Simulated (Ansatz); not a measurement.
# KCl under a change: pressure 3 GPa

The reference is KCl in the rock salt structure (space group Fm-3m, No. 225; a = 6.381 Å).

It is then changed as follows: a hydrostatic pressure of 3 GPa.

Method: PBE in Ansatz (plane waves to 420 eV, PAW, scalar-relativistic without spin-orbit coupling). k-mesh 9×9×9 (Γ-centred); smearing 0.05 eV (Fermi–Dirac).

| quantity | base | changed | shift |
|---|---|---|---|
| volume per atom | 32.48 Å³ | 28.42 Å³ | -4.06 Å³ |
| density | 1.91 g/cm³ | 2.18 g/cm³ | +0.27 g/cm³ |
| lattice parameter a | 6.381 Å | 6.104 Å | -0.2776 Å |
| shortest interatomic distance | 3.191 Å | 3.052 Å | -0.139 Å |
| band gap | 5.05 eV | 5.52 eV | +0.476 eV |
| gap character | direct at Γ | direct at Γ | – |
| electron mass | 0.45 mₑ (at Γ) | 0.43 mₑ (at Γ) | – |
| valley order (the lowest conduction-band minima on the path, energy above the VBM, named in the base's zone) | Γ 5.05 eV; X along ⟨100⟩ 6.56 eV | Γ 5.52 eV; X along ⟨100⟩ 6.43 eV | – |

Load acts through the strain it causes; cell and atoms are relaxed under it. Effective masses come from finite differences of ±0.01 Å⁻¹. No phonon test of stability was made.

Ansatz is a first-principles code.
